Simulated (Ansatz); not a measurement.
Base system: Pd in the fcc (Cu type) structure (space group Fm-3m, No. 225).

```
Pd
1.0
    0.00000     1.93787     1.93787
    1.93787     0.00000     1.93787
    1.93787     1.93787     0.00000
Pd
1
Cartesian
  0.00000   0.00000   0.00000
```

Computed with PBEsol (Ansatz, a first-principles code; PAW; 420 eV plane waves; no SOC).

One change was made to it. Results:

The shortest interatomic distance drops by 0.039 Å (2.741 Å → 2.702 Å); the band gap is still zero.

Q: What was done to the base?
(A) Pd → Os
(B) Pd → Rh
(C) Pd → W

A: A, Pd → Os. For comparison, the shortest interatomic distance in the other runs: Pd → W gives 2.827 Å; Pd → Rh gives 2.673 Å.

No phonon test of stability was made. The final runs are not spin-polarised. This is not the structure that Os has at room temperature and ambient pressure. This is not the structure that W has at room temperature and ambient pressure.
